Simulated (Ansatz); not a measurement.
We consider GaAs (model structure, started from the BN type, Pm-3n, No. 223, 12 atoms in the cell), described by r²SCAN+SOC (plane waves, PAW; Ansatz, an electronic-structure program).

Numerical settings: plane-wave cutoff 560 eV, 4×4×4 k mesh, Fermi–Dirac smearing 0.01 eV, PAW data made under PBE.

Cell (relaxed with PBEsol):

GaAs is taken in the cubic space group Pm-3n (No. 223), Pearson symbol cP12. Lattice parameters: a = b = c = 6.9837 Å, α = β = γ = 90.00°. Ga on 6c has 4 As at 2.469 Å. As on 6d is surrounded by 4 Ga at 2.469 Å. (Neighbours: up to the widest gap in distance over summed covalent radii, below 1.35, at either atom; cation-cation and far metal-metal contacts left out.)

**Question.** Estimate the band gap that the calculation returns.

**Answer.** 
- band gap = 0.72 eV (on the SCF k mesh)

Note: the relaxation could raise the start's symmetry but not lower it, so the cell can be a saddle point.

Static lattice: no zero-point or thermal effects.

A model structure was made by putting elements into a prototype or built by hand; it is no filed structure, need not be a known phase, and can be a saddle point held by its symmetry.
